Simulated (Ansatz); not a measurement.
The cell is built on a prototype and need not be the phase stable at ambient conditions.

Inside the gap of an insulator the Bloch states are evanescent, with a wavenumber k + iκ along the transport direction.

```xyz
2
Lattice="2.5179 0.0000 0.0000 0.0000 2.5179 0.0000 0.0000 0.0000 2.5179" Properties=species:S:1:pos:R:3 pbc="T T T"
Li     0.0000     0.0000     0.0000
F      1.2590     1.2590     1.2590
```

Space group of this cell: Pm-3m, CsCl type. The cell was relaxed by PBE-D3(BJ).

Transport runs along the normal of the first two printed cell vectors.

No gap correction and no spin-orbit coupling; mid-gap values are interpolated between computed energies.

**Question.** Give the band gap and the smallest decay constant κ at mid-gap that r2SCAN (Ansatz, a program for electronic structure) yields.

**Answer.** Gap 8.89 eV on a 12×12×12 mesh; κ = 0.595 1/Å, at the zone centre.
